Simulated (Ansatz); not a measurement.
Si well of 13 atomic layers along [001] in random Si0.8Ge0.2, interfaces sharp

Prepared with Tersoff's 1989 multicomponent potential (SiCGe.tersoff) (LAMMPS): minimisation. Geometry as solved with PBE, support functions at accuracy medium on the grid of 370 eV in Ansatz (a program for electronic structure).

```xyz
720
Lattice="16.58 0.00 0.00 0.00 16.58 0.00 0.00 0.00 54.92" Properties=species:S:1:pos:R:3 pbc="T T T"
Si    -0.03     0.02     0.02
Si     1.38     1.38     1.38
Si     2.76     2.76     0.00
Si     4.15     4.14     1.36
Si     2.75     0.00     2.76
Si     4.14     1.38     4.12
Si     0.00     2.75     2.75
Si     1.40     4.14     4.09
Si     0.00     0.00     5.52
Si     1.38     1.38     6.87
Si     2.74     2.74     5.46
Ge     4.14     4.14     6.87
Si     2.78     0.03     8.22
Si     4.14     1.38     9.62
Si     0.03     2.73     8.29
Si     1.37     4.13     9.66
Si    -0.01     0.01    11.05
Si     1.38     1.39    12.41
Si     2.76     2.74    11.01
Si     4.16     4.09    12.37
Si     2.75     0.00    13.76
Si     4.15     1.34    15.14
Si    -0.01     2.75    13.79
Si     1.32     4.13    15.17
Si    -0.01     0.00    16.55
Si     1.36     1.35    17.94
Ge     2.76     2.75    16.55
Si     4.16     4.15    17.95
Si     2.76     0.00    19.30
Si     4.14     1.38    20.65
Si    -0.01     2.76    19.29
Si     1.38     4.13    20.65
Si     0.00     0.00    22.01
Si     1.38     1.38    23.37
Si     2.76     2.76    22.01
Si     4.15     4.15    23.37
Si     2.76     0.00    24.73
Si     4.15     1.38    26.08
Si     0.00     2.76    24.72
Si     1.38     4.15    26.08
Si     0.00     0.00    27.44
Si     1.38     1.38    28.80
Si     2.76     2.76    27.44
Si     4.15     4.15    28.80
Si     2.77    -0.01    30.16
Si     4.16     1.38    31.50
Si     0.00     2.76    30.16
Si     1.38     4.15    31.52
Si     0.00    -0.01    32.87
Si     1.39     1.38    34.19
Si     2.78     2.76    32.85
Si     4.17     4.12    34.22
Ge     2.77     0.00    35.62
Si     4.16     1.41    37.01
Ge     0.00     2.75    35.60
Si     1.39     4.14    37.02
Si     0.00    -0.01    38.38
Si     1.39     1.38    39.74
Si     2.77     2.77    38.38
Si     4.16     4.14    39.74
Si     2.80     0.03    41.09
Si     4.17     1.39    42.49
Si     0.03     2.74    41.14
Si     1.40     4.13    42.50
Ge    -0.03     0.02    43.88
Si     1.42     1.39    45.23
Si     2.80     2.77    43.86
Si     4.16     4.15    45.25
Si     2.78    -0.01    46.57
Ge     4.14     1.38    48.01
Ge     0.01     2.77    46.63
Si     1.43     4.17    48.02
Ge    -0.01     0.03    49.37
Ge     1.40     1.44    50.80
Si     2.79     2.83    49.40
Si     4.18     4.16    50.77
Si     2.80     0.01    52.16
Si     4.14     1.42    53.51
Si    -0.04     2.78    52.21
Si     1.37     4.12    53.56
Ge     0.00     5.54     0.01
Si     1.42     6.93     1.39
Si     2.78     8.30     0.01
Si     4.15     9.68     1.38
Si     2.78     5.52     2.73
Si     4.18     6.89     4.09
Si     0.04     8.27     2.76
Si     1.38     9.68     4.09
Si     0.05     5.52     5.48
Si     1.37     6.89     6.89
Ge     2.78     8.29     5.49
Si     4.15     9.72     6.87
Si     2.72     5.52     8.28
Si     4.13     6.86     9.64
Si    -0.03     8.27     8.23
Ge     1.36     9.71     9.59
Si    -0.03     5.51    11.01
Si     1.32     6.89    12.39
Ge     2.76     8.28    11.03
Si     4.15     9.73    12.39
Ge     2.72     5.47    13.75
Ge     4.16     6.87    15.19
Si    -0.03     8.25    13.78
Ge     1.35     9.69    15.15
Si    -0.02     5.52    16.56
Si     1.35     6.87    17.96
Ge     2.75     8.29    16.61
Si     4.17     9.71    17.97
Si     2.76     5.52    19.31
Si     4.14     6.91    20.65
Si    -0.01     8.29    19.30
Si     1.38     9.67    20.65
Si     0.00     5.53    22.01
Si     1.38     6.91    23.37
Si     2.76     8.29    22.01
Si     4.15     9.68    23.36
Si     2.76     5.53    24.73
Si     4.15     6.91    26.08
Si     0.00     8.29    24.72
Si     1.38     9.67    26.08
Si     0.00     5.53    27.44
Si     1.38     6.91    28.80
Si     2.76     8.29    27.44
Si     4.14     9.67    28.80
Si     2.76     5.53    30.15
Si     4.14     6.91    31.52
Si     0.00     8.30    30.15
Si     1.38     9.68    31.51
Si    -0.01     5.54    32.87
Si     1.35     6.93    34.23
Si     2.76     8.29    32.87
Si     4.14     9.67    34.24
Ge     2.77     5.53    35.61
Si     4.17     6.92    37.00
Si    -0.01     8.30    35.61
Si     1.38     9.66    36.98
Si     0.03     5.56    38.33
Si     1.43     6.89    39.69
Si     2.79     8.30    38.34
Si     4.17     9.65    39.72
Si     2.75     5.49    41.09
Ge     4.14     6.89    42.49
Ge     0.01     8.29    41.06
Ge     1.38     9.69    42.55
Si     0.04     5.50    43.89
Si     1.38     6.89    45.29
Si     2.76     8.26    43.94
Si     4.14     9.63    45.28
Si     2.79     5.53    46.64
Si     4.15     6.91    48.03
Si    -0.01     8.29    46.64
Si     1.36     9.64    48.05
Ge     0.00     5.53    49.41
Si     1.38     6.95    50.80
Si     2.77     8.28    49.41
Si     4.13     9.64    50.80
Ge     2.77     5.54    52.18
Si     4.18     6.94    53.58
Si     0.00     8.31    52.16
Si     1.41     9.65    53.52
Ge     0.03    11.07    -0.01
Si     1.41    12.46     1.42
Si     2.79    13.80     0.03
Si     4.11    15.21     1.39
Si     2.77    11.05     2.76
Si     4.11    12.41     4.17
Si     0.00    13.84     2.76
Si     1.37    15.22     4.14
Ge     0.00    11.08     5.50
Si     1.40    12.49     6.89
Si     2.76    13.85     5.51
Si     4.15    15.22     6.87
Si     2.80    11.12     8.23
Si     4.17    12.47     9.63
Si    -0.03    13.82     8.24
Ge     1.38    15.22     9.62
Si    -0.02    11.10    10.99
Ge     1.39    12.47    12.40
Si     2.80    13.84    11.00
Si     4.13    15.23    12.38
Si     2.79    11.06    13.78
Si     4.14    12.41    15.17
Si    -0.02    13.85    13.80
Si     1.35    15.24    15.14
Si    -0.05    11.08    16.56
Si     1.35    12.42    17.94
Ge     2.75    13.83    16.54
Si     4.16    15.23    17.93
Si     2.75    11.07    19.30
Si     4.15    12.45    20.65
Si    -0.01    13.82    19.28
Si     1.38    15.20    20.65
Si     0.00    11.06    22.00
Si     1.38    12.44    23.36
Si     2.76    13.82    22.01
Si     4.14    15.20    23.37
Si     2.76    11.06    24.72
Si     4.15    12.44    26.08
Si     0.00    13.82    24.72
Si     1.38    15.20    26.08
Si     0.00    11.06    27.44
Si     1.38    12.44    28.79
Si     2.77    13.82    27.44
Si     4.15    15.20    28.80
Si     2.76    11.06    30.15
Si     4.14    12.43    31.52
Si     0.00    13.82    30.15
Si     1.38    15.19    31.52
Si    -0.01    11.06    32.88
Si     1.37    12.44    34.25
Si     2.76    13.81    32.88
Si     4.17    15.18    34.21
Si     2.74    11.03    35.59
Ge     4.13    12.45    36.98
Si     0.00    13.82    35.62
Si     1.35    15.19    37.01
Si    -0.01    11.07    38.32
Si     1.34    12.46    39.70
Si     2.73    13.86    38.38
Si     4.15    15.22    39.73
Ge     2.78    11.09    41.08
Si     4.15    12.49    42.48
Si    -0.03    13.80    41.08
Ge     1.40    15.18    42.45
Si    -0.04    11.09    43.89
Si     1.36    12.46    45.21
Si     2.79    13.81    43.88
Si     4.16    15.20    45.23
Ge     2.73    11.06    46.65
Si     4.14    12.47    48.02
Si    -0.01    13.81    46.58
Ge     1.41    15.17    47.97
Si     0.02    11.02    49.43
Si     1.40    12.41    50.79
Si     2.78    13.80    49.43
Si     4.15    15.20    50.80
Si     2.78    11.04    52.16
Si     4.14    12.42    53.56
Si     0.01    13.77    52.16
Ge     1.39    15.20    53.55
Ge     5.52     0.02     0.00
Si     6.91     1.44     1.39
Si     8.26     2.83     0.02
Si     9.65     4.18     1.36
Ge     8.29     0.01     2.77
Si     9.68     1.38     4.18
Si     5.51     2.78     2.76
Si     6.91     4.13     4.12
Si     5.52     0.02     5.51
Si     6.91     1.37     6.89
Si     8.28     2.75     5.51
Si     9.66     4.11     6.87
Si     8.29    -0.02     8.24
Si     9.69     1.33     9.60
Si     5.54     2.74     8.27
Si     6.89     4.15     9.60
Si     5.51    -0.01    11.00
Si     6.86     1.36    12.39
Ge     8.29     2.74    11.00
Si     9.68     4.10    12.43
Ge     8.28    -0.03    13.76
Ge     9.71     1.40    15.19
Si     5.51     2.73    13.78
Si     6.87     4.09    15.20
Si     5.54     0.00    16.55
Si     6.91     1.38    17.92
Si     8.28     2.77    16.58
Si     9.68     4.14    17.93
Si     8.29     0.00    19.29
Si     9.68     1.38    20.65
Si     5.53     2.76    19.30
Si     6.92     4.15    20.65
Si     5.53     0.00    22.01
Si     6.91     1.38    23.37
Si     8.30     2.76    22.01
Si     9.68     4.15    23.36
Si     8.29     0.00    24.72
Si     9.68     1.38    26.08
Si     5.53     2.76    24.72
Si     6.91     4.15    26.08
Si     5.53     0.00    27.44
Si     6.91     1.38    28.79
Si     8.29     2.76    27.44
Si     9.67     4.15    28.79
Si     8.30     0.00    30.16
Si     9.68     1.38    31.52
Si     5.53     2.76    30.15
Si     6.91     4.14    31.51
Si     5.54     0.00    32.87
Si     6.92     1.38    34.25
Si     8.29     2.77    32.88
Si     9.67     4.15    34.25
Si     8.30     0.01    35.61
Si     9.67     1.38    36.99
Si     5.54     2.76    35.62
Si     6.90     4.14    36.98
Si     5.53     0.02    38.36
Si     6.91     1.38    39.74
Si     8.28     2.76    38.35
Si     9.62     4.14    39.74
Si     8.29     0.01    41.12
Si     9.65     1.35    42.52
Si     5.54     2.76    41.11
Si     6.92     4.13    42.50
Si     5.54     0.00    43.86
Si     6.91     1.38    45.24
Si     8.28     2.74    43.87
Si     9.67     4.09    45.24
Si     8.31     0.03    46.61
Si     9.68     1.38    48.02
Si     5.54     2.76    46.60
Ge     6.90     4.14    48.04
Si     5.52     0.01    49.44
Si     6.89     1.41    50.77
Si     8.31     2.75    49.42
Si     9.67     4.17    50.78
Ge     8.27    -0.02    52.13
Ge     9.67     1.44    53.55
Si     5.53     2.79    52.16
Si     6.90     4.18    53.53
Si     5.54     5.54     0.01
Si     6.92     6.91     1.38
Si     8.29     8.28    -0.02
Si     9.64     9.69     1.33
Si     8.28     5.53     2.76
Si     9.66     6.88     4.15
Si     5.53     8.29     2.74
Si     6.90     9.66     4.13
Si     5.55     5.53     5.46
Si     6.93     6.90     6.84
Si     8.30     8.29     5.49
Si     9.69     9.66     6.85
Si     8.26     5.49     8.20
Ge     9.66     6.91     9.57
Ge     5.52     8.28     8.25
Si     6.87     9.71     9.65
Si     5.51     5.48    11.00
Si     6.87     6.86    12.36
Ge     8.25     8.30    11.01
Ge     9.69     9.75    12.40
Ge     8.25     5.48    13.79
Ge     9.68     6.90    15.23
Ge     5.54     8.30    13.75
Ge     6.95     9.72    15.20
Si     5.56     5.49    16.59
Si     6.91     6.91    17.94
Si     8.30     8.30    16.62
Si     9.69     9.69    17.94
Si     8.30     5.53    19.29
Si     9.68     6.92    20.65
Si     5.53     8.29    19.30
Si     6.92     9.68    20.65
Si     5.53     5.53    22.01
Si     6.91     6.91    23.36
Si     8.30     8.29    22.01
Si     9.68     9.67    23.37
Si     8.29     5.53    24.72
Si     9.67     6.91    26.08
Si     5.53     8.29    24.72
Si     6.91     9.67    26.08
Si     5.53     5.53    27.44
Si     6.91     6.91    28.80
Si     8.29     8.29    27.44
Si     9.67     9.67    28.80
Si     8.30     5.53    30.15
Si     9.67     6.91    31.52
Si     5.52     8.29    30.16
Si     6.90     9.67    31.52
Si     5.53     5.52    32.87
Si     6.90     6.90    34.24
Si     8.28     8.29    32.87
Si     9.66     9.70    34.19
Si     8.28     5.52    35.61
Si     9.63     6.90    36.98
Si     5.51     8.27    35.59
Ge     6.92     9.67    36.98
Si     5.53     5.52    38.36
Si     6.91     6.89    39.73
Si     8.31     8.27    38.38
Si     9.71     9.65    39.71
Si     8.27     5.52    41.11
Si     9.64     6.91    42.46
Si     5.55     8.28    41.08
Si     6.92     9.63    42.47
Si     5.56     5.50    43.88
Si     6.90     6.92    45.22
Si     8.29     8.28    43.86
Si     9.67     9.67    45.24
Ge     8.33     5.55    46.62
Si     9.69     6.95    48.05
Si     5.53     8.26    46.63
Si     6.93     9.62    47.99
Si     5.52     5.56    49.42
Si     6.90     6.91    50.79
Si     8.28     8.28    49.41
Si     9.64     9.62    50.81
Si     8.28     5.53    52.16
Si     9.67     6.90    53.53
Si     5.53     8.29    52.17
Si     6.91     9.66    53.54
Si     5.52    11.03    -0.01
Si     6.89    12.38     1.38
Ge     8.30    13.78     0.00
Si     9.69    15.18     1.40
Si     8.26    11.02     2.73
Ge     9.66    12.44     4.12
Ge     5.51    13.81     2.78
Si     6.89    15.21     4.18
Si     5.54    11.07     5.50
Si     6.89    12.47     6.86
Si     8.28    13.85     5.53
Si     9.68    15.20     6.89
Ge     8.30    11.07     8.25
Si     9.72    12.48     9.64
Si     5.53    13.84     8.25
Si     6.91    15.21     9.63
Si     5.53    11.10    11.01
Si     6.94    12.46    12.37
Si     8.31    13.83    11.00
Si     9.70    15.18    12.37
Si     8.30    11.14    13.79
Si     9.69    12.47    15.17
Ge     5.53    13.83    13.78
Si     6.92    15.19    15.21
Si     5.51    11.09    16.58
Si     6.92    12.45    17.93
Si     8.31    13.83    16.56
Si     9.68    15.20    17.93
Si     8.29    11.06    19.29
Si     9.67    12.44    20.65
Si     5.53    13.83    19.29
Si     6.91    15.21    20.65
Si     5.53    11.06    22.00
Si     6.91    12.44    23.36
Si     8.29    13.82    22.01
Si     9.68    15.20    23.37
Si     8.29    11.06    24.72
Si     9.67    12.44    26.08
Si     5.53    13.82    24.72
Si     6.91    15.20    26.08
Si     5.53    11.06    27.44
Si     6.91    12.44    28.80
Si     8.29    13.82    27.44
Si     9.68    15.21    28.80
Si     8.29    11.06    30.16
Si     9.68    12.45    31.51
Si     5.53    13.82    30.16
Si     6.92    15.21    31.51
Si     5.52    11.06    32.88
Si     6.91    12.45    34.23
Si     8.30    13.83    32.88
Si     9.68    15.21    34.24
Si     8.30    11.06    35.56
Ge     9.71    12.42    36.96
Si     5.55    13.84    35.59
Si     6.89    15.25    36.96
Si     5.52    11.06    38.39
Si     6.86    12.45    39.76
Ge     8.26    13.85    38.38
Si     9.69    15.23    39.77
Ge     8.31    11.06    41.11
Si     9.70    12.48    42.52
Si     5.52    13.85    41.12
Si     6.92    15.22    42.48
Ge     5.50    11.02    43.84
Ge     6.92    12.46    45.26
Si     8.31    13.87    43.86
Si     9.68    15.23    45.24
Si     8.29    11.01    46.63
Ge     9.67    12.44    47.99
Si     5.49    13.84    46.64
Ge     6.92    15.23    48.03
Ge     5.52    11.02    49.38
Ge     6.94    12.45    50.82
Si     8.33    13.84    49.42
Si     9.72    15.19    50.76
Si     8.32    11.01    52.20
Si     9.71    12.41    53.52
Si     5.49    13.82    52.20
Si     6.88    15.18    53.54
Ge    11.09    -0.01     0.03
Si    12.49     1.39     1.40
Si    13.82     2.77     0.00
Si    15.20     4.10     1.38
Si    13.84    -0.01     2.76
Si    15.21     1.37     4.13
Ge    11.05     2.78     2.77
Si    12.43     4.15     4.19
Si    11.06    -0.02     5.51
Si    12.45     1.34     6.87
Si    13.81     2.72     5.49
Ge    15.22     4.13     6.87
Si    13.83     0.00     8.27
Si    15.22     1.36     9.65
Si    11.04     2.71     8.21
Ge    12.47     4.09     9.60
Si    11.07    -0.01    11.00
Si    12.43     1.39    12.37
Si    13.85     2.73    11.03
Si    15.21     4.12    12.41
Ge    13.81     0.00    13.79
Si    15.21     1.40    15.18
Si    11.10     2.78    13.77
Si    12.47     4.14    15.17
Si    11.08    -0.03    16.58
Si    12.45     1.37    17.92
Si    13.82     2.76    16.55
Si    15.19     4.14    17.92
Si    13.83     0.00    19.28
Si    15.20     1.38    20.65
Si    11.06     2.75    19.28
Si    12.44     4.14    20.64
Si    11.06     0.00    22.01
Si    12.44     1.38    23.36
Si    13.82     2.76    22.00
Si    15.20     4.14    23.36
Si    13.82     0.00    24.72
Si    15.20     1.38    26.08
Si    11.06     2.77    24.72
Si    12.44     4.15    26.08
Si    11.06     0.00    27.44
Si    12.44     1.38    28.80
Si    13.82     2.76    27.44
Si    15.20     4.15    28.80
Si    13.82     0.00    30.16
Si    15.20     1.38    31.52
Si    11.05     2.76    30.16
Si    12.43     4.14    31.52
Si    11.06     0.00    32.88
Si    12.44     1.38    34.25
Si    13.81     2.76    32.88
Si    15.18     4.17    34.22
Si    13.82    -0.02    35.60
Si    15.21     1.31    36.98
Si    11.04     2.75    35.60
Si    12.43     4.14    36.93
Si    11.04    -0.02    38.35
Si    12.42     1.32    39.73
Ge    13.81     2.72    38.33
Ge    15.23     4.16    39.75
Si    13.81    -0.01    41.12
Si    15.17     1.41    42.47
Ge    11.03     2.73    41.11
Si    12.46     4.13    42.48
Si    11.06     0.00    43.87
Si    12.44     1.39    45.23
Si    13.82     2.78    43.87
Si    15.20     4.16    45.23
Si    13.79     0.01    46.62
Si    15.15     1.39    48.00
Si    11.04     2.73    46.62
Ge    12.43     4.15    48.03
Si    11.06     0.01    49.39
Si    12.43     1.38    50.79
Si    13.82     2.74    49.43
Si    15.18     4.13    50.81
Si    13.79     0.03    52.20
Si    15.18     1.39    53.56
Si    11.08     2.81    52.13
Si    12.44     4.16    53.54
Si    11.04     5.52    -0.02
Si    12.43     6.89     1.32
Si    13.79     8.27    -0.05
Ge    15.17     9.64     1.39
Ge    13.83     5.52     2.76
Si    15.27     6.90     4.13
Ge    11.05     8.30     2.73
Si    12.43     9.72     4.12
Si    11.04     5.52     5.53
Si    12.42     6.90     6.88
Ge    13.83     8.30     5.49
Si    15.20     9.69     6.91
Si    13.82     5.55     8.24
Si    15.20     6.90     9.62
Si    11.08     8.32     8.22
Si    12.44     9.70     9.61
Ge    11.04     5.49    11.03
Ge    12.51     6.90    12.41
Si    13.83     8.31    10.95
Ge    15.19     9.69    12.39
Si    13.87     5.49    13.82
Si    15.20     6.90    15.18
Ge    11.11     8.34    13.83
Si    12.48     9.74    15.22
Si    11.10     5.49    16.58
Si    12.45     6.91    17.92
Si    13.83     8.29    16.55
Si    15.20     9.67    17.92
Si    13.82     5.53    19.29
Si    15.20     6.91    20.66
Si    11.07     8.29    19.28
Si    12.44     9.67    20.65
Si    11.06     5.53    22.00
Si    12.44     6.91    23.37
Si    13.82     8.29    22.01
Si    15.20     9.67    23.37
Si    13.82     5.53    24.72
Si    15.20     6.91    26.08
Si    11.06     8.29    24.73
Si    12.44     9.67    26.08
Si    11.06     5.53    27.44
Si    12.44     6.91    28.80
Si    13.82     8.29    27.44
Si    15.20     9.68    28.79
Si    13.82     5.53    30.16
Si    15.20     6.92    31.51
Si    11.06     8.29    30.16
Si    12.44     9.68    31.52
Si    11.05     5.52    32.88
Si    12.45     6.90    34.22
Si    13.83     8.30    32.88
Si    15.20     9.68    34.25
Si    13.82     5.54    35.60
Si    15.20     6.91    36.98
Ge    11.05     8.31    35.61
Si    12.47     9.69    37.00
Ge    11.05     5.52    38.36
Si    12.45     6.93    39.75
Si    13.83     8.29    38.36
Si    15.19     9.72    39.70
Si    13.79     5.52    41.12
Ge    15.19     6.89    42.52
Si    11.04     8.27    41.10
Ge    12.43     9.70    42.49
Ge    11.04     5.50    43.84
Ge    12.44     6.94    45.29
Si    13.84     8.33    43.90
Si    15.21     9.69    45.27
Si    13.86     5.53    46.64
Si    15.19     6.93    48.01
Si    11.03     8.33    46.67
Si    12.46     9.65    48.01
Si    11.04     5.56    49.42
Si    12.44     6.91    50.78
Si    13.82     8.29    49.40
Si    15.19     9.67    50.79
Si    13.81     5.53    52.16
Si    15.19     6.92    53.50
Si    11.05     8.28    52.17
Si    12.42     9.67    53.53
Si    11.07    11.05    -0.01
Si    12.44    12.44     1.35
Si    13.84    13.81    -0.01
Si    15.20    15.20     1.38
Si    13.80    11.10     2.76
Si    15.18    12.48     4.11
Si    11.09    13.83     2.73
Si    12.44    15.21     4.12
Si    11.07    11.06     5.52
Si    12.45    12.45     6.88
Si    13.81    13.84     5.50
Si    15.19    15.21     6.88
Si    13.82    11.08     8.26
Si    15.18    12.46     9.63
Si    11.08    13.84     8.25
Si    12.46    15.21     9.64
Si    11.11    11.11    10.99
Si    12.46    12.47    12.41
Si    13.83    13.84    11.02
Si    15.21    15.20    12.39
Si    13.81    11.11    13.81
Si    15.19    12.47    15.18
Si    11.06    13.83    13.78
Si    12.42    15.18    15.19
Si    11.05    11.08    16.56
Si    12.43    12.45    17.93
Si    13.81    13.82    16.55
Si    15.19    15.20    17.91
Si    13.81    11.05    19.28
Si    15.19    12.44    20.64
Si    11.06    13.82    19.29
Si    12.44    15.20    20.65
Si    11.06    11.05    22.01
Si    12.44    12.44    23.37
Si    13.82    13.82    22.01
Si    15.20    15.20    23.36
Si    13.82    11.06    24.72
Si    15.20    12.44    26.08
Si    11.06    13.82    24.73
Si    12.44    15.20    26.08
Si    11.05    11.06    27.44
Si    12.44    12.44    28.80
Si    13.82    13.82    27.44
Si    15.20    15.20    28.80
Si    13.82    11.06    30.15
Si    15.20    12.44    31.51
Si    11.06    13.83    30.15
Si    12.44    15.20    31.52
Si    11.06    11.07    32.86
Si    12.45    12.44    34.23
Si    13.83    13.82    32.87
Si    15.20    15.20    34.24
Si    13.82    11.07    35.61
Si    15.19    12.45    36.97
Si    11.09    13.84    35.58
Si    12.44    15.20    36.98
Si    11.10    11.04    38.38
Si    12.44    12.46    39.74
Si    13.81    13.83    38.35
Si    15.19    15.20    39.74
Si    13.83    11.09    41.09
Si    15.19    12.45    42.49
Si    11.07    13.84    41.12
Si    12.44    15.21    42.50
Si    11.03    11.09    43.90
Si    12.44    12.44    45.26
Si    13.80    13.82    43.87
Si    15.16    15.19    45.27
Si    13.79    11.02    46.61
Ge    15.22    12.39    47.99
Si    11.06    13.85    46.60
Si    12.40    15.24    47.98
Ge    11.07    11.01    49.44
Si    12.44    12.42    50.83
Ge    13.76    13.81    49.39
Ge    15.19    15.21    50.82
Si    13.82    11.04    52.17
Si    15.19    12.44    53.52
Si    11.07    13.81    52.17
Si    12.46    15.17    53.53
```
